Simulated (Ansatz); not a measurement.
## Carrier doping in ZnS

Take ZnS (space group R3m, No. 160; a = 3.784 Å, c = 27.900 Å (hexagonal axes)) as the base.

Carriers are added at fixed cell with a uniform background; the Fermi–Dirac width is that of 300 K.

Computed with DFT with PBEsol, PAW potentials and a 420 eV plane-wave cutoff in Ansatz (a quantum-chemistry and plane-wave program), no spin-orbit coupling.

Notes on the quantities. Fermi level from band edge: Fermi level relative to the doped band's edge (positive inside the band; to 0.05 eV).

```tsv
change	gap between the host's bands	Fermi level from band edge
undoped	2.13 eV	–
electrons 2.0×10^21 cm⁻³	2.09 eV	+1.20 eV
electrons 3.0×10^21 cm⁻³	2.08 eV	+1.30 eV
electrons 7.0×10^21 cm⁻³	2.02 eV	+1.50 eV
electrons 1.0×10^22 cm⁻³	1.98 eV	+1.65 eV
holes 2.0×10^21 cm⁻³	2.19 eV	+0.30 eV
holes 3.0×10^21 cm⁻³	2.22 eV	+0.35 eV
holes 7.0×10^21 cm⁻³	2.32 eV	+0.55 eV
holes 1.0×10^22 cm⁻³	___	___
```

Q: What belongs in the blanks?

A: 
- holes 1.0×10^22 cm⁻³, gap between the host's bands: 2.41 eV
- holes 1.0×10^22 cm⁻³, Fermi level from band edge: +0.70 eV

Carriers are added with a uniform compensating background; total energy and stress of such cells depend on the potential's zero and are not compared; many-body gap narrowing is missing at this level. Stability against distortions was not tested. This is not the structure that ZnS has at room temperature and ambient pressure.
